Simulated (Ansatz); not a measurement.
WB (Cmcm, No. 63; cell taken from a computed entry), treated with r²SCAN (Ansatz, a program for electronic structure, PAW).

Run with plane-wave cutoff 600 eV, 20×20×20 k mesh, Fermi–Dirac smearing 0.07 eV (set by the program), no spin polarisation, scalar-relativistic PAW data made under PBE.

Cell (relaxed at this level):

```yaml
crystal:
  lattice:
    - [1.58094, -4.22866, 0.00000]
    - [1.58094, 4.22866, 0.00000]
    - [0.00000, 0.00000, 3.09487]
  atoms:
    - { symbol: B, position: [0.56142, 0.43858, 0.75000] }
    - { symbol: B, position: [0.43858, 0.56142, 0.25000] }
    - { symbol: W, position: [0.85543, 0.14457, 0.75000] }
    - { symbol: W, position: [0.14457, 0.85543, 0.25000] }
```

Problem. Give the computed Voigt–Reuss–Hill bulk modulus, Voigt–Reuss–Hill shear modulus (Hill average), Young modulus and Poisson ratio.

Solution. 
Voigt–Reuss–Hill bulk modulus: 359 GPa
Voigt–Reuss–Hill shear modulus (Hill average): 209 GPa
Young modulus: 525 GPa
Poisson ratio: 0.256

Note: the relaxation could not lower the start's symmetry, so the cell can be a saddle point above a distorted one.

Elastic constants are with the ions relaxed.

Spin–orbit coupling is not included.

Computed values are for the static lattice.

It cost very roughly 4 core-hours of CPU time.
